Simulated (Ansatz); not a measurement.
The starting structures come from a database of crystals and need not be the phases stable at ambient conditions.

 Where the default PAW files enter, the runs use the earlier of Ansatz's two default sets.

By PBEsol, the system below comes out a metal.

Here is the system:

```xyz
3
Lattice="3.9940 0.0000 0.0000 -1.9970 3.4589 0.0000 0.0000 0.0000 3.9103" Properties=species:S:1:pos:R:3 pbc="T T T"
Y      0.0000     0.0000     0.0000
Si     0.0000     2.3059     1.9552
Si     1.9970     1.1530     1.9552
```

Space group of this cell: P6/mmm. The cell is strained (all lengths scaled by 0.98); by PBEsol its mean pressure is 3.4 GPa.

The current flows along the normal of the first two printed cell vectors, the (001) plane of the conventional cell. No spin-orbit coupling; the value is a mean over 0.1 eV about the Fermi level.

**Question.** Compute, with PBEsol (Ansatz, a program for electronic structure), the ballistic conductance per area.

**Answer.** 0.75 × 10¹⁵ S/m² for both spins.
